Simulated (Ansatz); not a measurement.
An Ansatz (an electronic-structure program) run: MoSe2 with a change (biaxial strain +1.12 %, plane normal [001], relaxed out of plane); PBE-D3(BJ)/PAW in Ansatz, without spin-orbit coupling, earlier PAW set.

Input:

Ansatz 0.2 input:
```yaml
crystal:
  lattice:
    - [3.3137015032, 0, 0]
    - [1.6568507516, 2.8697496823, 0]
    - [0, 0, 12.6597210982]
  atoms:
    - { symbol: Mo, position: [0.3333333333, 0.3333333333, 0.25] }
    - { symbol: Mo, position: [0.6666666667, 0.6666666667, 0.75] }
    - { symbol: Se, position: [0.3333333333, 0.3333333333, 0.6185175032] }
    - { symbol: Se, position: [0.6666666667, 0.6666666667, 0.1185175032] }
    - { symbol: Se, position: [0.6666666667, 0.6666666667, 0.3814824968] }
    - { symbol: Se, position: [0.3333333333, 0.3333333333, 0.8814824968] }
basis: { ecutwfc: 420, ecutrho_ratio: 4, xc_grid: 2, fft_grid_basis: typed }
kpoints: { mp_grid: { grid: [12, 12, 3] } }
hamiltonian:
  xc: pbe
  dispersion: d3bj
  pseudopotentials: { azcp: { folder: ./paw }, kind: paw }
scf: { occupations: { method: fermi_dirac, width: 0.05 } }
relax: { f_tol: 0.005, max_steps: 50, cell: { stress_tol: 0.01, fix: [a, b, gamma] } }
output: { forces: true, stress: true }
checkpoint: { write: state.ck, write_every: 1000 }
```

Output (explanatory and most iteration lines left out):

```
Relaxation: its limit of steps is 50 (relax.max_steps)
Pseudopotential: Mo, paw, valence charge 14
Pseudopotential: Se, paw, valence charge 16
Crystal: 6 atoms, lattice volume = 120.388 Å³
Basis set: ecut = 420 eV, 2371 PW (Γ), exchange–correlation on 48×48×180 points (8 copies of the dense FFT grid, shifted against one another)
Bands: 56, of which v1, the nominal top of the filled ones, is band 46 counted from 1 (45 counted from 0)
Symmetry: 24 space group operations
Space group: P63/mmc (ITA 194), of the structure as read, at distance tolerance 4.9e-5 Å
k-points: 38 of 432
Functional: x = pbe(κ = 0.804, μ = 0.2195149727645171), c = pbe(β = 0.06672455060314922)
SCF iter   1: F=—  HF=-31796.554760 eV  |F-HF|=—  |Δ(HF+E_count)|=         —  Δρ=4.18e-2  dr2=5.00e0  ethr=3.10e-3  ⟨swp⟩=6.6  Hψ=7618  notcnv=0
SCF iter   2: F=—  HF=-31795.655763 eV  |F-HF|=—  |Δ(HF+E_count)|=   8.99e-1  Δρ=2.59e-2  dr2=1.42e0  ethr=3.10e-3  ⟨swp⟩=2.0  Hψ=2877  notcnv=0  defer=75
SCF 1 converged in 10 iterations: F = -31795.264222 eV  dr2 = 7.81e-9
relax step   1: F+E_penalty+E_count = -31795.26422221 eV  Δ(F+E_penalty+E_count) = +0.000e0 eV  max|allowed force component| = 6.394e-2 eV/Å  Δτ_max = 0.0000 Å  P = -1.848 GPa  Ω = 120.388 Å³  fix = [a, b, gamma]  reactions: a -2.553, b -2.553 GPa  (10 SCF iters, dr2 threshold 1.00e-7 eV, accepted)
[... steps on the carried basis left out ...]
relax step   3: F+E_penalty+E_count = -31795.26470451 eV  Δ(F+E_penalty+E_count) = -4.823e-4 eV  max|allowed force component| = 3.316e-4 eV/Å  Δτ_max = 0.0051 Å  P = -1.589 GPa  Ω = 120.499 Å³  energy of the carried Pulay correction = -1.713e-5 eV  fix = [a, b, gamma]  reactions: a -2.383, b -2.383 GPa  (10 SCF iters, accepted)
Crystal: 6 atoms, lattice volume = 120.499 Å³
SCF iter   1: F=—  HF=-31795.264736 eV  |F-HF|=—  |Δ(HF+E_count)|=         —  Δρ=1.50e-6  dr2=1.36e-9  ethr=1.10e-7  ⟨swp⟩=3.6  Hψ=13286  notcnv=0
SCF iter   2: F=—  HF=-31795.264719 eV  |F-HF|=—  |Δ(HF+E_count)|=   1.66e-5  Δρ=7.13e-7  dr2=3.77e-10  ethr=1.47e-12  ⟨swp⟩=3.8  Hψ=5797  notcnv=0
SCF 4 converged in 5 iterations: F = -31795.264719 eV  dr2 = 2.03e-12
SCF converged after 5 iterations
Free energy (F): -31795.264719 eV
Internal energy: -31795.264708 eV  (E = F + TS)
E sigma→0 (E₀):  -31795.264713 eV
Entropy (-TS):   -0.000011 eV (-0.002 meV/atom)
Fermi energy:    12.610642 eV
  E_disp       = -2.825303  (pairwise vdW)
--- Forces (eV/Å), atoms counted from 1 ---
  atom   1  Mo    -0.00000000     0.00000000    -0.00000000
  atom   2  Mo     0.00000000    -0.00000000     0.00000000
  atom   3  Se    -0.00000000     0.00000000     0.00033644
  atom   4  Se     0.00000000    -0.00000000     0.00033644
  atom   5  Se     0.00000000    -0.00000000    -0.00033644
  atom   6  Se    -0.00000000     0.00000000    -0.00033644
--- Stress (GPa, compression-positive) ---
       -2.383643      -0.000000       0.000000
        0.000000      -2.383643      -0.000000
        0.000000      -0.000000       0.000840
  P = ⅓ Tr σ = -1.5888 GPa (-15.888 kbar)
--- Relaxed structure (3 steps of the walk, 2 accepted, 1 SCFs on fresh bases) ---
  cell:  # Å, volume = 120.4994 Å³
    - [3.313701503182748, -1.366024030526857e-100, -4.308295030191785e-35]
    - [1.656850751591374, 2.8697496823149407, -1.2213742793098096e-35]
    - [-1.6459482979563116e-34, 4.114870744890779e-35, 12.671487522815045]
  atoms:
    - { symbol: Mo, position: [0.3333333333333334, 0.33333333333333337, 0.25000000000000006] }
    - { symbol: Mo, position: [0.6666666666666669, 0.6666666666666667, 0.7500000000000002] }
    - { symbol: Se, position: [0.3333333333333334, 0.33333333333333337, 0.6189180270836468] }
    - { symbol: Se, position: [0.6666666666666669, 0.6666666666666667, 0.11891802708364675] }
    - { symbol: Se, position: [0.6666666666666669, 0.6666666666666667, 0.3810819729163534] }
    - { symbol: Se, position: [0.3333333333333334, 0.33333333333333337, 0.8810819729163535] }
```

No phonon test of stability was made. The cell was made from MoSe2 in the 2H-MoS2 type structure (space group P6_3/mmc, No. 194; layered, stacked along the Cartesian z axis) by this change: biaxial strain +1.12 %, plane normal [001], relaxed out of plane.
